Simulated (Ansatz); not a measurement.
By PBEsol, the system below comes out a metal.

Without scattering a metal conducts by its projected Fermi surface.

```
NiSi
1.0
    5.14154     0.00000     0.00000
    0.00000     5.56978     0.00000
    0.00000     0.00000     3.32130
Si Ni
4 4
Cartesian
  0.91987   3.24339   2.49097
  4.22167   2.32639   0.83032
  1.65090   0.45850   0.83032
  3.49064   5.11128   2.49097
  2.52989   3.83490   0.83032
  2.61165   1.73488   2.49097
  0.04088   1.05001   2.49097
  5.10066   4.51977   0.83032
```

The cell is taken as given; by PBEsol it stands under a pressure of -1.0 GPa.

The current flows along the normal of the first two printed cell vectors. No spin-orbit coupling; the value is a mean over 0.1 eV about the Fermi level.

Question: Estimate the ballistic conductance per area that PBEsol run with Ansatz (a program for electronic structure) returns for this system.

Answer: 0.57 × 10¹⁵ S/m² for both spins.
